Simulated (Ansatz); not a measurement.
**Os under a change: pressure −1 GPa**

Start from Os in the hcp (Mg type) structure (space group P6_3/mmc, No. 194; a = 2.729 Å, c = 4.306 Å).

One thing is altered: a negative pressure, −1 GPa.

Calculations: Ansatz (a first-principles code), PBEsol, PAW, cutoff 420 eV, no SOC. k-mesh 19×19×11 (Γ-centred); smearing 0.05 eV (Fermi–Dirac).

The density falls by 0.05 g/cm³ (22.74 g/cm³ → 22.69 g/cm³) and the c/a ratio is still 1.578. The shortest interatomic distance stays essentially unchanged (2.668 Å against 2.670 Å) and the enthalpy H = E + PV relative to the base's energy is -0.09 eV/atom. The band gap stays zero.

Final structure:

```
CELL_PARAMETERS angstrom
      2.73166     0.00000     0.00000
     -1.36583     2.36568     0.00000
      0.00000     0.00000     4.30946
ATOMIC_POSITIONS crystal
  Os 0.66667 0.33333 0.75000
  Os 0.33333 0.66667 0.25000
```

Cost of the whole job for the changed cell (relaxation, final SCF and bands): roughly 27 core-seconds.

Load acts through the strain it causes; cell and atoms are relaxed under it. Stability against distortions was not tested. The final runs are not spin-polarised.
